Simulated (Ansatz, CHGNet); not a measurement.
**NbP (I4₁md, No. 109, 4 atoms in the cell; start mp-9339): lattice constant a by level of theory**

No measured value is used here.

```
level (code)         value (Å)
-------------------  ---------
CHGNet-r²SCAN            3.305
LDA (Ansatz)             3.304
PBE (Ansatz)                 …
PBEsol (Ansatz)          3.320
PBE-D3(BJ) (Ansatz)          …
PBE-D4 (Ansatz)              …
r²SCAN (Ansatz)          3.340
r²SCAN-D4 (Ansatz)       3.333
HSE06 (Ansatz)           3.320
```

**Question.** Fill in the missing entries.

**Answer.** 
- PBE (Ansatz, a quantum-chemistry and plane-wave program), value (Å): 3.347
- PBE-D3(BJ) (Ansatz), value (Å): 3.316
- PBE-D4 (Ansatz), value (Å): 3.327

CHGNet-r²SCAN, LDA, PBE, PBEsol, PBE-D3(BJ), PBE-D4, r²SCAN, r²SCAN-D4, HSE06: the relaxation could not lower the start's symmetry, so the cell can be a saddle point above a distorted one. HSE06: exact exchange on metals is sensitive to the k mesh and can open a false gap. HSE06: the run warned that the count of filled bands differs between k points. K meshes differ between the levels. Ansatz's density-functional and Hartree–Fock values are scalar-relativistic unless marked +SOC, with PAW data made under PBE.

Machine-learned potentials (CHGNet-r²SCAN) are trained on DFT data: a solid inside that data is no test of them.

A start named mp-… is a Materials Project structure, which need not be a measured phase.
